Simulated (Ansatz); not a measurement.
Response to strain in GaP

Start from GaP in the zinc blende structure (space group F-43m, No. 216; a = 5.439 Å). Axes: x, y, z lie along the cube axes.

Strains are applied to the cell and any free atomic positions relax; under biaxial strain the out-of-plane vector relaxes too; under stress the whole cell relaxes.

Level of theory: plane-wave PAW DFT at the PBEsol level (Ansatz, a quantum-chemistry and plane-wave program, 420 eV), scalar-relativistic without spin-orbit coupling, earlier PAW set.

Candidates:
(a) biaxial strain +4.58 %, plane normal [110], relaxed out of plane
(b) uniaxial strain ε_xx = −0.48 %
(c) uniaxial stress, 3 GPa tension along z
(d) isotropic strain −4.47 %
(e) biaxial strain −1.36 %, plane normal [001], relaxed out of plane

Notes on the quantities. energy relative to the base: free energy F.

Question: Order them by energy relative to the base, lowest first.

Answer: (b) uniaxial strain ε_xx = −0.48 % (+0.2 meV/atom), (e) biaxial strain −1.36 %, plane normal [001], relaxed out of plane (+3.4 meV/atom), (c) uniaxial stress, 3 GPa tension along z (+5.4 meV/atom), (a) biaxial strain +4.58 %, plane normal [110], relaxed out of plane (+46 meV/atom), (d) isotropic strain −4.47 % (+112 meV/atom)

A biaxial case was relaxed in a doubled cell and then solved in the primitive one. Beyond what the load breaks, stability against distortions was not tested.
